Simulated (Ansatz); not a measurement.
## Effect of biaxial strain −1.50 %, plane normal [001], relaxed out of plane on SnTe

The reference is SnTe in the rock salt structure (space group Fm-3m, No. 225; a = 6.370 Å). Axes: x, y, z lie along the cube axes.

Now apply this change: compressive biaxial strain of 1.50 % in the plane normal to [001], as in epitaxy on a mismatched substrate; the out-of-plane cell vector and the atoms relax.

Computed with r2SCAN, PAW, 500 eV (Ansatz, a first-principles code; no spin-orbit coupling). k-mesh 13×13×13 (Γ-centred); smearing 0.05 eV (Fermi–Dirac).

The volume per atom falls by 0.94 Å³, from 32.30 Å³ to 31.36 Å³ and the space group changes from Fm-3m (No. 225) to I4/mmm (No. 139). The energy increases by 6.2 meV/atom and the pressure (mean of the normal stresses, compression positive) goes from zero to 1.4 GPa. The band gap changes from 0.13 eV to zero and the out-of-plane strain is +0.06 % (rough). The mean in-plane stress (compression positive) comes out as +2.1 GPa (rough).

Final structure (turned so that z lies along the plane normal):

```yaml
crystal:
  lattice:
    - [4.43647, 0.00000, 0.00000]
    - [0.00000, 4.43647, 0.00000]
    - [2.21823, -2.21823, 3.18689]
  atoms:
    - { symbol: Sn, position: [0.00000, 0.00000, 0.00000] }
    - { symbol: Te, position: [0.50000, 0.50000, 0.00000] }
```

Without a gap, meshes like the base's 13×13×13 leave anisotropic stresses uncertain by several tenths of a GPa, and small strain energies with them. With Te present, leaving out spin-orbit coupling can change the band edges. Whether these cells are dynamically stable was not tested. All final runs are without spin polarisation. A zero or small gap of SnTe can be the functional's error rather than a property of the material.
